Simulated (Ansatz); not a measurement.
A computed series for Al2Cu: response to strain

The reference is Al2Cu (space group Fm-3m, No. 225; a = 5.727 Å; a cell from a computed database, its experimental status unchecked; relaxed with 0.1 eV smearing). Axes: x, y, z lie along the cube axes.

Strains are applied to the cell and any free atomic positions relax; under biaxial strain the out-of-plane vector relaxes too; under stress the whole cell relaxes.

Computed with PBEsol/PAW in Ansatz (a quantum-chemistry and plane-wave program), no spin-orbit coupling.

Notes on the quantities. pressure: mean of the normal stresses, compression positive; energy relative to the base: free energy F.

```json
[
 {"case": "base", "pressure": "0.0 GPa", "energy relative to the base": "0 meV/atom", "space group": "Fm-3m (No. 225)"},
 {"case": "biaxial strain −1.24 %, plane normal [001], relaxed out of plane", "pressure": "1.6 GPa", "energy relative to the base": "+2.9 meV/atom", "space group": "I4/mmm (No. 139)"},
 {"case": "biaxial strain −1.86 %, plane normal [111], relaxed out of plane", "pressure": "2.8 GPa", "energy relative to the base": "+7.6 meV/atom", "space group": "R-3m (No. 166)"},
 {"case": "biaxial strain +1.10 %, plane normal [111], relaxed out of plane", "pressure": "-1.5 GPa", "energy relative to the base": "+2.5 meV/atom", "space group": "R-3m (No. 166)"},
 {"case": "uniaxial strain ε_zz = −0.68 %", "pressure": "0.7 GPa", "energy relative to the base": "+0.4 meV/atom", "space group": "I4/mmm (No. 139)"},
 {"case": "uniaxial stress, 8 GPa compression along x", "pressure": "–", "energy relative to the base": "+19 meV/atom", "space group": "I4/mmm (No. 139)"}
]
```

Beyond what the load breaks, stability against distortions was not tested. The base started in I4/mmm and relaxed to Fm-3m at this level. All final runs are without spin polarisation.
